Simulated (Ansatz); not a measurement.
The reference is CdS in the wurtzite structure (space group P6_3mc, No. 186; a = 4.1966 Å, c = 6.8302 Å).

Modification: a hydrostatic pressure of 3 GPa.

Levels (all Ansatz, a quantum-chemistry and plane-wave program, PAW, earlier PAW set): PBE (420 eV, without spin-orbit coupling); PBE+SOC (420 eV, spin-orbit coupling included).

The geometry is relaxed with PBE.

- PBE valence-band top at Γ: 0.00, 0.00, -0.05 eV
- PBE band gap: 1.23 eV

### Question
What does PBE+SOC give at this geometry for the valence-band top at Γ, band gap and hole mass?

### Answer
The valence-band top at Γ (three highest Kramers pairs, from the VBM) goes from 0.00, 0.00, -0.05 eV to 0.00, -0.02, -0.07 eV; the band gap drops by 0.014 eV to 1.21 eV; the hole mass amounts to 1.7 mₑ along c, 0.26 mₑ across (at Γ).

Single points use the geometry relaxed with PBE. The spin-orbit shifts are approximate. Load acts through the strain it causes; cell and atoms are relaxed under it. Effective masses come from finite differences of ±0.01 Å⁻¹. No phonon test of stability was made. Measured, CdS leaves this structure (for rock salt) near 2.54 GPa (temperature not stated; as listed in Datta, Sujoy, Jana, Debnarayan, arXiv (2020)), on rising pressure, with hysteresis.
